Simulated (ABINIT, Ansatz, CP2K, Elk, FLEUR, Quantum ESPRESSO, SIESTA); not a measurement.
# Code comparison for LaS (Fm-3m, 2 atoms in the cell)

Self-consistent single point, at a second geometry (lattice scaled by 0.98). First geometry:

```yaml
crystal:
  lattice:
    - [0.00000, 2.94160, 2.94160]
    - [2.94160, 0.00000, 2.94160]
    - [2.94160, 2.94160, 0.00000]
  atoms:
    - { symbol: La, position: [0.00000, 0.00000, 0.00000] }
    - { symbol: S, position: [0.50000, 0.50000, 0.50000] }
```

Shared settings, as Ansatz (a quantum-chemistry and plane-wave program) writes them: kpoints.mp_grid.grid = 7 7 7; scf.occupations.method = fermi_dirac; scf.occupations.width = 0.0073 Ry. Potentials and cutoffs stand in the table.

| code | model | ΔF from the first geometry (meV/atom) | pressure (GPa) | cutoff |
|---|---|---|---|---|
| Elk | PBEsol, all-electron FP-LAPW, Elk's shipped species files, APW+lo basis with extra local orbitals | -4.3 | – | rgkmax 8 |
| Quantum ESPRESSO | PBEsol, GBRV 1.5 ultrasoft (PBESOL) pseudopotentials | -6.1 | 2.11 | 40 Ry |
| Ansatz | PBEsol, default PAW files made with PBE | -6.3 | 2.08 | default |
| ABINIT | PBEsol, norm-conserving pseudopotentials (PseudoDojo nc-sr-04 PBEsol standard) | -7.3 | 1.96 | 1497 eV |
| FLEUR | PBEsol, all-electron FLAPW (FLEUR), scalar-relativistic valence | -3.5 | – | Kmax 3.9 1/bohr |
| CP2K | PBEsol, GPW, DZVP-MOLOPT-SR-GTH basis, GTH-PBE potentials (GTH_POTENTIALS) | 5.4 | 3.55 | grid 500 Ry |
| SIESTA | GGA PBEsol, numerical atomic orbitals DZP, PseudoDojo PBEsol standard norm-conserving potentials (rewritten from UPF to PSML) | 22.7 | 5.61 | grid 400 Ry |

A dash marks a value that a program does not give, or that is left out as unsure.

The spread over the programs that give each value: ΔF from the first geometry within 30.0 meV/atom; pressure within 3.65 GPa.

CP2K and SIESTA use small atom-centred bases, whose incompleteness enters pressures, forces and empty levels differently from a plane-wave cutoff. Elk and FLEUR treat all electrons, but the usual bases taken here (sphere radii, linearisation, local orbitals, empty states) were not tested for convergence, so the values are no reference for the others. Ansatz's pressure is given at a fixed set of plane waves, as the other plane-wave codes print theirs. In the pressure, CP2K (by 1.47) and SIESTA (by 3.53) lie more than 1 GPa from the median of the plane-wave programs.

The starting cell comes from a database of computed structures (which also holds hypothetical and non-ambient phases and stackings), without a prior relaxation at this level. For this run, on top of that: lattice scaled by 0.98.

Keys are those of Ansatz 0.2.
